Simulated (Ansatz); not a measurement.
Functionals compared on the (11-20) surface of hcp Co, ferromagnetic in its 1x1 cell, outermost plane spacing 1.25 Å in the ideal cut, in Ansatz (plane waves, PAW). The structure was relaxed with PBE; the other rows are single points on it, each with its references at the same level. Cutoff 420 eV.

Set-up: 18 atoms, 10.0 Å thick at the start (thin: gaps and levels are the slab's own); mesh 9x9x1; 0.1 eV smearing; dipole correction on; all atoms relaxed; symmetry of the start imposed; spin-polarised, no spin-orbit, no U. These notes are the PBE run's.

```csv
functional,surface energy (J/m²),work function of the top face (eV),magnetic moment of the cell (μB),rough cost of the single point
PBE,2.49,4.43,30.59,–
LDA,…,…,30.02,around 24 core-minutes (rough)
PBEsol,2.93,4.52,30.56,about 21 core-minutes (a rough figure)
RPBE,2.21,4.27,30.74,very roughly 19 core-minutes
```

Task: Complete the blanks.

Result: 
- LDA, surface energy (J/m²): 3.18
- LDA, work function of the top face (eV): 4.75

Ansatz is a program for electronic structure.
